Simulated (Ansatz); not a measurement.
We consider RbBeH₃ (model structure, started from the KMgH3 type, Pm-3m, No. 221, 5 atoms in the cell), described by G0W0@PBEsol (Ansatz, a quantum-chemistry and plane-wave program, plane waves, hard PAW, contour deformation).

The cell is the one relaxed with PBEsol. Conventional cell: a = 3.7048 Å, b = 3.7048 Å, c = 3.7048 Å, α = 90.00°, β = 90.00°, γ = 90.00°.

One run with a 8×8×8 mesh, response cutoff 100 eV and 212 empty bands, not extrapolated in mesh or basis; no spin–orbit coupling.

Highest filled and lowest empty level by k point (fractions of the reciprocal vectors of the cell (3.705 0.000 -0.000) (0.000 3.705 -0.000) (-0.000 -0.000 3.705) Å; eV from the valence maximum of each method):

| k | PBEsol filled | PBEsol empty | QP filled | QP empty |
|---|---|---|---|---|
| 0 0 0 | -0.84 | 3.93 | -0.80 | 5.40 |
| 0 0 0.125 | -0.74 | 3.81 | -0.70 | 5.29 |
| 0 0 -0.5 | 0.00 | 3.13 | 0.00 | 4.62 |
| 0 0.375 0.375 | -2.21 | 4.06 | -2.25 | 5.55 |
| 0 0.375 -0.5 | -2.20 | 4.19 | [?] | [?] |
| 0.25 0.25 0.25 | -2.15 | 2.06 | -2.13 | 3.45 |
| 0.25 0.375 -0.5 | -2.97 | 1.87 | [?] | [?] |
| 0.375 0.375 0.375 | -3.27 | 1.21 | -3.25 | 2.50 |

Estimate the withheld levels to about 0.1 eV.


- 0 0.375 -0.5, QP filled: -2.22
- 0 0.375 -0.5, QP empty: 5.73
- 0.25 0.375 -0.5, QP filled: -2.96
- 0.25 0.375 -0.5, QP empty: 3.18

Note: the relaxation could raise the start's symmetry but not lower it, so the cell can be a saddle point.

A model structure was made by putting elements into a prototype or built by hand; it is no filed structure, need not be a known phase, and can be a saddle point held by its symmetry.
